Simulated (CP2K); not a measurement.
Band structure of Ta2InC (P6_3/mmc, 8 atoms in the cell).

```
CELL_PARAMETERS angstrom
      3.16751     0.00000     0.00000
     -1.58376     2.74314     0.00000
      0.00000     0.00000    14.53348
ATOMIC_POSITIONS crystal
  Ta 0.66667 0.33333 0.58297
  Ta 0.33333 0.66667 0.41703
  Ta 0.33333 0.66667 0.08297
  Ta 0.66667 0.33333 0.91703
  In 0.66667 0.33333 0.25000
  In 0.33333 0.66667 0.75000
  C  0.00000 0.00000 0.50000
  C  0.00000 0.00000 0.00000
```

Computed with LDA (Pade form), GPW, DZVP-MOLOPT-SR-GTH basis, GTH-PADE potentials (GTH_POTENTIALS) run with CP2K.

Settings: CUTOFF = 500 Ry; REL_CUTOFF = 40 Ry; SMEAR/METHOD = GAUSSIAN; SIGMA = 0.1 eV; KPOINTS/SCHEME = MONKHORST-PACK 7 7 2; GAMMA_CENTERED = T; XC_FUNCTIONAL = PADE; Ta/BASIS_SET = DZVP-MOLOPT-SR-GTH-q13; Ta/POTENTIAL = GTH-PADE-q13; In/BASIS_SET = DZVP-MOLOPT-SR-GTH-q13; In/POTENTIAL = GTH-PADE-q13; C/BASIS_SET = DZVP-MOLOPT-SR-GTH-q4; C/POTENTIAL = GTH-PADE-q4; METHOD = GPW.

The starting cell comes from a database of computed structures (which also holds hypothetical and non-ambient phases and stackings), without a prior relaxation at this level. Spin-orbit coupling is off. Spin polarisation is off. Values carry the incompleteness of an atom-centred basis.

Levels in eV from the Fermi level, bands 41 to 46:
| point | 41 | 42 | 43 | 44 | 45 | 46 |
|---|---|---|---|---|---|---|
| Γ | -0.48 | -0.48 | -0.47 | -0.47 | 1.29 | 1.29 |
| M | -2.14 | -2.10 | 0.80 | 1.80 | 1.89 | 2.13 |
| K | -1.98 | -1.98 | -1.58 | -0.01 | 0.40 | 0.40 |
| A | -0.48 | -0.48 | -0.48 | -0.48 | 1.36 | 1.36 |
| L | -2.12 | -2.12 | 1.38 | 1.38 | 2.08 | 2.08 |
| H | -1.89 | -1.89 | -0.83 | -0.83 | 0.36 | 0.36 |

Bands cross the Fermi level along this path, so the cell is metallic at this level.

Higher empty bands are left out: an atom-centred basis made for the valence describes them poorly.
